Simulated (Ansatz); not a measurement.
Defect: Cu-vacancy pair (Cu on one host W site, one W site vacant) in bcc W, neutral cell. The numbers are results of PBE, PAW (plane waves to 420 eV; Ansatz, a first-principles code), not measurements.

36-site cell at the relaxed PBE lattice, a 2×2×3 k-point mesh shifted by half a step, smearing 0.10 eV, spin-restricted, no finite-size correction. No zero-point or tunnelling terms. Spin-orbit coupling is left out. Forms of the defect that were not tried may lie lower.

Barriers: single points on a 3×3×5 k-point mesh shifted by half a step at the bands' geometries.

Relaxed starting cell (atoms counted from 1):

```yaml
crystal:
  lattice:
    - [9.55287, 0.00000, 0.00000]
    - [0.00000, 9.55287, 0.00000]
    - [0.00000, 0.00000, 6.36858]
  atoms:
    - { symbol: Cu, position: [0.00998, 0.00973, 0.01874] }
    - { symbol: W, position: [0.00031, 0.00006, 0.49885] }
    - { symbol: W, position: [0.00183, 0.32801, 0.00557] }
    - { symbol: W, position: [0.00094, 0.32952, 0.49657] }
    - { symbol: W, position: [0.99949, 0.66847, 0.99984] }
    - { symbol: W, position: [0.00002, 0.66591, 0.50065] }
    - { symbol: W, position: [0.32832, 0.00156, 0.00557] }
    - { symbol: W, position: [0.32981, 0.00067, 0.49656] }
    - { symbol: W, position: [0.33033, 0.33006, 0.00371] }
    - { symbol: W, position: [0.33135, 0.33108, 0.49784] }
    - { symbol: W, position: [0.33213, 0.66589, 0.00091] }
    - { symbol: W, position: [0.33280, 0.66585, 0.50150] }
    - { symbol: W, position: [0.66876, 0.99922, 0.99985] }
    - { symbol: W, position: [0.66620, 0.99974, 0.50065] }
    - { symbol: W, position: [0.66617, 0.33186, 0.00092] }
    - { symbol: W, position: [0.66615, 0.33251, 0.50150] }
    - { symbol: W, position: [0.66624, 0.66596, 0.00204] }
    - { symbol: W, position: [0.66652, 0.66623, 0.50090] }
    - { symbol: W, position: [0.16745, 0.16717, 0.74567] }
    - { symbol: W, position: [0.16637, 0.49705, 0.25139] }
    - { symbol: W, position: [0.16602, 0.49815, 0.75155] }
    - { symbol: W, position: [0.16699, 0.83152, 0.25140] }
    - { symbol: W, position: [0.16545, 0.83550, 0.75355] }
    - { symbol: W, position: [0.49737, 0.16608, 0.25140] }
    - { symbol: W, position: [0.49844, 0.16573, 0.75155] }
    - { symbol: W, position: [0.49952, 0.49924, 0.25084] }
    - { symbol: W, position: [0.49869, 0.49840, 0.75180] }
    - { symbol: W, position: [0.49952, 0.83319, 0.25079] }
    - { symbol: W, position: [0.49757, 0.83460, 0.75205] }
    - { symbol: W, position: [0.83184, 0.16670, 0.25140] }
    - { symbol: W, position: [0.83578, 0.16517, 0.75355] }
    - { symbol: W, position: [0.83349, 0.49923, 0.25079] }
    - { symbol: W, position: [0.83490, 0.49728, 0.75204] }
    - { symbol: W, position: [0.83484, 0.83455, 0.24972] }
    - { symbol: W, position: [0.83448, 0.83419, 0.74983] }
```

End state 1 differs by these moves (Å; atoms that move under 0.08 Å are left out):

```tsv
atom	element	Δx	Δy	Δz
1	Cu	1.39	1.39	1.37
```

Task: What is the computed forward and backward barriers to end state 1 (PBE, PAW)?

Result: forward 0.44 eV, backward 0.44 eV; at the saddle point atom 1 has neighbours 4 W at 2.65, 2 W at 2.68, 6 W at 3.41 Å. The saddle point's order was not checked, and it lies on a symmetry element of the cell, where a band can be held.
